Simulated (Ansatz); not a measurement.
The reference is ScSi (space group Cmcm, No. 63; a = 3.9473 Å, b = 9.8220 Å, c = 3.6395 Å; a cell from a computed database, its experimental status unchecked).

All numbers come from DFT with PBEsol, PAW potentials and a 420 eV plane-wave cutoff in Ansatz (a first-principles code), scalar-relativistic without spin-orbit coupling.

One change was made to it. Results:

The shortest interatomic distance hardly moves (2.423 Å against 2.422 Å); the density is nearly the same (3.44 g/cm³ against 3.45 g/cm³); the band gap remains zero.

**Question.** Which of these changes matches the shifts?
(A) pressure −2 GPa
(B) pressure 10 GPa
(C) pressure 7.5 GPa
(D) pressure 0.3 GPa
(E) pressure 3 GPa

**Answer.** D, pressure 0.3 GPa. For comparison, the shortest interatomic distance in the other runs: pressure 10 GPa gives 2.370 Å; pressure −2 GPa gives 2.437 Å; pressure 7.5 GPa gives 2.381 Å; pressure 3 GPa gives 2.405 Å.

Load acts through the strain it causes; cell and atoms are relaxed under it. No phonon test of stability was made. Competing high-pressure phases were not computed. The final runs are not spin-polarised.
